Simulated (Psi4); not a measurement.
Psi4 1.11, B3LYP/def2-svp, scf_type pk: Si(Br)2 (Br[Si]Br), 3 atoms. The geometry is a generated start, not checked to be a minimum at this level.

```
Property                                         Result
-----------------------  ------------------------------
task                                             energy
method                                            b3lyp
basis                                          def2-svp
memory                                             7 GB
e_convergence                                     1e-08
d_convergence                                     1e-07
guess                    auto, which took SAD (default)
diis_max_vecs                              10 (default)
scf_initial_accelerator                 adiis (default)
dft_radial_points                          75 (default)
dft_spherical_points                      302 (default)
basis functions                                      82
grid points                                       62117
```

```xyz
3

Si     0.0310     0.0166     0.9629
Br     0.9532    -1.4507    -0.4893
Br    -0.9842     1.4340    -0.4736
```

The reference run uses exact four-centre integrals (scf_type = pk). Each setting ran once; only counts and results are compared.

Measured:

| setting | energy against the reference |
|---|---|
| scf_type = cd, cholesky_tolerance = 1e-06 | +0.054 meV/atom |
| scf_type = cd, cholesky_tolerance = 0.0001 (default) | +0.46 meV/atom |
| scf_type = cd, cholesky_tolerance = 0.001 | −25 meV/atom |
| scf_type = cd, cholesky_tolerance = 0.01 | −2600 meV/atom |

Task: Predict the row for scf_type = cd, cholesky_tolerance = 1e-05.

Result: energy against the reference: +0.038 meV/atom. Total energies are compared; such shifts often cancel in part in energy differences.
